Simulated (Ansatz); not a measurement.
Reference: CsSrF$_{3}$ (Pm-3m), PBEsol, rigid bands (plane waves, PAW, scalar-relativistic; Ansatz, a first-principles code); geometry: cell and atoms relaxed with PBEsol.

CsSrF3 is taken in the cubic space group Pm-3m (No. 221), the cubic perovskite structure, Pearson symbol cP5. Conventional cell: a = 4.737 Å, b = 4.737 Å, c = 4.737 Å, α = 90.00°, β = 90.00°, γ = 90.00°. Cs on 1a sees 12 F at 3.350 Å (cuboctahedral). Sr on 1b is coordinated by 6 F at 2.369 Å (octahedral). F on 3c is surrounded by 2 Sr at 2.369 Å and 4 Cs at 3.350 Å (octahedral). (Neighbours: up to the widest gap in distance over summed covalent radii, below 1.35, at either atom; cation-cation and far metal-metal contacts left out.)

| Property | Result |
|---|---|
| band gap | 6.30 eV |
| electron conductivity mass | 0.47 mₑ |
| hole conductivity mass | 1.90 mₑ |
| Seebeck coefficient, n-type 1e19 cm⁻³ | -203 μV/K |

Swap Sr for Ca, keeping the structure type. How do these values move?

CsCaF3 (Pm-3m): volume per atom 21.3 to 18.1 Å³; band gap rises (6.30 eV to 7.10 eV); electron conductivity mass stays about the same (0.47 mₑ to 0.45 mₑ); hole conductivity mass rises (1.90 mₑ to 6.7 mₑ); Seebeck coefficient, n-type 1e19 cm⁻³ stays about the same (-203 μV/K to -200 μV/K).

Swap Sr for Mg, keeping the structure type. How do these values move?

CsMgF3 (Pm-3m): volume per atom 21.3 to 14.6 Å³; band gap rises (6.30 eV to 6.88 eV); electron conductivity mass falls (0.47 mₑ to 0.44 mₑ); hole conductivity mass rises (1.90 mₑ to 2.7 mₑ); Seebeck coefficient, n-type 1e19 cm⁻³ stays about the same (-203 μV/K to -197 μV/K).

Swap Sr for Cd, keeping the structure type. How do these values move?

CsCdF₃ (Pm-3m): volume per atom 21.3 to 17.8 Å³; band gap falls (6.30 eV to 3.23 eV); electron conductivity mass falls (0.47 mₑ to 0.41 mₑ); hole conductivity mass falls (1.90 mₑ to 1.08 mₑ); Seebeck coefficient, n-type 1e19 cm⁻³ falls in size (-203 μV/K to -188 μV/K).

Moves up to 5 % count as about the same. Masses are for dilute carriers at 300 K, harmonic means over directions unless an axis is named. Seebeck coefficients are for the stated density at 300 K, with one relaxation time for all states and whether or not that doping can be reached. Spin-orbit coupling is left out.

Computed structure with no diffraction record at hand here (it may be known, metastable or hypothetical): CsCaF3 (Pm-3m), CsCdF3 (Pm-3m), CsMgF3 (Pm-3m), CsSrF3 (Pm-3m).
